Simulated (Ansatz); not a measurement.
Given:

```
BeTe
1.0
   -0.09673     2.82847     2.82847
    2.73173     0.00000     2.73173
    2.82847     2.82847    -0.09673
Te Be
1 1
Direct
  0.74626   0.75374   0.74626
  0.00374   0.99626   0.00374
```

No spin polarisation.

Computed with r2SCAN (Ansatz, an electronic-structure program; PAW; 500 eV plane waves; no spin-orbit coupling). Settings: 10×10×10 k-points, 0.05 eV Fermi–Dirac smearing.

### Question
Predict the gap character, band gap and stress.

### Answer
- Gap character: indirect, Γ → X
- Band gap: 1.83 eV
- Stress (xx, yy, zz, yz, xz, xy; compression positive): (0.31, -0.04, 0.31, 0.00, 3.61, 0.00) GPa

Spin-orbit coupling, missing from the scalar runs, can matter with Te. The cells carry an imposed strain or load. Whether these cells are dynamically stable was not tested. The cell was made from BeTe in the zinc blende structure (space group F-43m, No. 216) by this change: tensor shear ε_xz = −3.42 %.
